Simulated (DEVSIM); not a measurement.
Structure: p-channel Si fully depleted SOI MOSFET with HfO2, at 350 K.

| Item | Result |
|---|---|
| Gate length | 60 nm |
| Source drain length | 48 nm |
| Dielectric thickness | 9.3 nm |
| Lateral straggle | 4.3 nm |
| Underlap | 0 nm |
| Body thickness | 15.7 nm |
| Buried oxide | 10 nm |
| Gate work function | 4.92 eV |
| Source and drain doping | 8.3e19 cm⁻³, Gaussian tails under the gate |
| Body doping | 6e17 cm⁻³ |
| Lifetime | 4e-7 s |
| Supply | 1.2 V |
| Back work function | 4.4 eV |
| Back or body bias | 0.5 V |

All mobilities are scaled by 0.2; velocity saturation, μ/(1 + (μE/vsat)^b)^(1/b) with b = 2 for electrons and 1 for holes and E the electric field along each mesh edge, is on. Mobility is constant in doping.

Constants are typed, rounded textbook-type inputs, not results; the design itself was drawn at random and stands for no fabricated device. Values at 300 K; Nc and Nv go as T^1.5, mobilities as T to minus their exponent, the gap by Varshni's rule with the affinity fixed.

Si: gap (eV) 1.124, affinity (eV) 4.05, permittivity 11.7, Nc (cm⁻³) 2.86e19, Nv (cm⁻³) 3.1e19, μn (cm²/Vs) 1417, μp (cm²/Vs) 470, T exponent of μn 2.3, T exponent of μp 2.2, vsat,n (cm/s) 1e7, vsat,p (cm/s) 8.4e6, Varshni α (eV/K) 0.000473, Varshni β (K) 636. HfO2: gap (eV) 5.7, affinity (eV) 2.5, permittivity 22. SiO2: gap (eV) 9, affinity (eV) 0.9, permittivity 3.9.

Simulated with DEVSIM: 2D drift-diffusion, Boltzmann statistics, complete ionisation; no quantum confinement, tunnelling, impact ionisation, self-heating, contact resistance or fringe fields beside the gate. Metal contacts follow the ideal Schottky-Mott rule: no Fermi-level pinning, no interface dipoles.

Transfer curves, |Id| in μA/μm:

```csv
Vg (V),Vd = -0.05 V,Vd = -1.2 V
0.36,2.258e-6,7.096e-5
0.3,8.177e-6,0.0002289
0.24,3.036e-5,0.0007577
0.18,0.0001151,0.002568
0.12,0.0004430,0.008885
0.06,0.001724,0.03120
0,0.006740,0.1102
-0.06,0.02626,0.3851
-0.12,0.1005,1.293
-0.18,0.3673,3.951
-0.24,1.209,10.09
-0.3,3.297,21.45
-0.36,7.080,38.32
-0.42,12.22,60.26
-0.48,18.12,86.46
-0.54,24.35,116.2
-0.6,30.69,149.1
-0.66,37.01,184.8
-0.72,43.28,222.6
-0.78,49.46,262.5
-0.84,55.53,304.2
-0.9,61.48,347.4
-0.96,67.31,392.1
-1.02,73.02,438.1
-1.08,78.61,485.1
-1.14,84.08,533.2
-1.2,89.44,582.3
```

Problem. Work out the subthreshold swing at low drain bias from the rows at 0.06 and 0 V, and compare it with the thermal limit.

Solution. log10(0.006740/0.001724) = 0.592 over 60.0 mV, so S = 101 mV/decade. The limit kT/q ln 10 is 69.4 mV/decade; the ratio is 1.46. This is the steepest step of the table.

Problem. Find both thresholds at the constant current 0.1 μA × (1 μm/L) a micrometre, and the DIBL.

Solution. The current is 1.67 μA/μm. Interpolating ln Id gives -0.259 V and -0.134 V; their difference over the 1.15 V of drain bias is 110 mV/V.

Problem. Give the natural length λ = √(ε_body t_body t_ox / (ε_ox)) and the gate length in units of it.

Solution. λ = 8.81 nm and L/λ = 6.8. The formula is that for thin layers, and L is the gate's length, not the shorter one between the doping tails.

Source and drain are degenerate, where Boltzmann statistics are only rough. The electric field that drives the saturation includes the junctions' built-in field, which lowers the mobility there even at small currents: subthreshold currents come out too low, a known weakness of this choice.
